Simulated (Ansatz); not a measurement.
## NiAl (Pm-3m): band-structure transport figures

Data:

```
CELL_PARAMETERS angstrom
      2.02347    -2.02345     0.00000
      2.02347     2.02345     0.00000
      0.00000     0.00000     2.86169
ATOMIC_POSITIONS crystal
  Al 0.00000 0.00000 0.00000
  Ni 0.50000 0.50000 0.50000
```

All values below come from PBEsol, rigid bands (plane waves, PAW, scalar-relativistic; Ansatz, a quantum-chemistry and plane-wave program). Cell: cell and atoms relaxed with PBEsol.

The density of states at the Fermi level is 0.809 states/(eV·cell), both spins, the bare Sommerfeld coefficient is 0.95 mJ/(mol of atoms·K²) and the drude plasma energy is 7.2 eV. The root-mean-square Fermi velocity is 7.6e5 m/s and the resistivity times τ is 9.4 ×10⁻²² Ω·m·s.

A metal at this level (no band gap); rigid bands, thermally averaged at 300 K, both spins. Spin-orbit coupling is left out. τ is one relaxation time for all states.

Treated as nonmagnetic (a ferromagnetic start lost its moment, other orders weren't tried): NiAl (Pm-3m).
